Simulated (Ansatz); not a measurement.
**A computed series for hypothetical R-3m Rh2O3: response to strain**

Consider Rh₂O₃ in the Bi2Te3 type structure (space group R-3m, No. 166; a hypothetical phase, not in the database extracts checked; layered, stacked along the Cartesian z axis).

```xyz
5
Lattice="1.4872 0.8586 6.9736 -1.4872 0.8586 6.9736 0.0000 -1.7172 6.9736" Properties=species:S:1:pos:R:3 pbc="T T T"
Rh     0.0000     0.0000     8.3633
Rh     0.0000     0.0000    12.5575
O      0.0000     0.0000     0.0000
O      0.0000     0.0000     4.6069
O      0.0000     0.0000    16.3139
```

Cartesian axes are those of the cell as printed.

Strains are applied to the cell and any free atomic positions relax; under biaxial strain the out-of-plane vector relaxes too; under stress the whole cell relaxes.

Method: r2SCAN+rVV10 (Ansatz, a first-principles code; PAW; 500 eV plane waves; spin-orbit coupling left out).

Q: Only one of these has a direct gap. Which?
A. isotropic strain −1.73 %
B. uniaxial stress, 2 GPa tension along z
C. isotropic strain −0.32 %
D. uniaxial strain ε_zz = +3.47 %
E. biaxial strain −3.46 %, plane normal [001], relaxed out of plane

A: E, biaxial strain −3.46 %, plane normal [001], relaxed out of plane. Computed: isotropic strain −0.32 %: indirect, Γ → L; biaxial strain −3.46 %, plane normal [001], relaxed out of plane: direct at L; isotropic strain −1.73 %: indirect, Γ → L; uniaxial stress, 2 GPa tension along z: indirect, Γ → L; uniaxial strain ε_zz = +3.47 %: indirect, Γ → L

Beyond what the load breaks, stability against distortions was not tested.
